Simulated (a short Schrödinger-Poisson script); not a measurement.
System: gated Al0.33Ga0.67As/GaAs modulation-doped gas, at 150 K.

| layer | material | thickness (nm) | Nd (cm⁻³) | Na (cm⁻³) |
|---|---|---|---|---|
| 1 | Al0.33Ga0.67As | 20 | - | - |
| 2 | Al0.33Ga0.67As | 30 | 8.3e17 | - |
| 3 | Al0.33Ga0.67As | 3 | - | - |
| 4 | GaAs | 6000 | - | 2e15 |

The device is made up for the run: typed textbook-type constants, with dimensions and the other settings drawn at random. Al0.33Ga0.67As: permittivity 11.96, conduction-band edge (eV) 0.261, gap (eV) 1.836, electron mass (mₑ) 0.0944, Nv at 300 K (cm⁻³) 9e18. GaAs: permittivity 12.9, conduction-band edge (eV) 0, gap (eV) 1.424, Nv at 300 K (cm⁻³) 9e18.

Channel valleys (confinement mass, in-plane density-of-states mass, number): Γ 0.067, 0.067, 1. At the gate the conduction-band edge of layer 1 lies 1.01 eV − eVg above the Fermi level of the channel; the field vanishes at the back. Donor level 0.006 eV below the band edge. The barrier under the gate holds no holes. Gaps are held at their typed values at every temperature. Mesh 0.08 nm at interfaces.

Solved with a short Schrödinger-Poisson script written for these runs: 1D Poisson equation in equilibrium, electrons quantum, Hartree (BenDaniel-Duke, 40 states a valley, the channel's in-plane mass for all, wave functions free to enter the barrier), parabolic valleys, classical holes, donors ionised by Fermi statistics, acceptors fully, no traps, pinning or gate leakage.

### Question
List the lowest subbands of each valley and their electrons at Vg = 0.5 V.

### Answer
```csv
valley,subband,energy from the Fermi level (meV),electrons (cm⁻²),share (%)
Γ,0,-23.2,7.05e11,86.1
Γ,1,18.6,7.68e10,9.4
Γ,2,37.0,2.01e10,2.5
```

All electrons: 8.19e11 cm⁻².
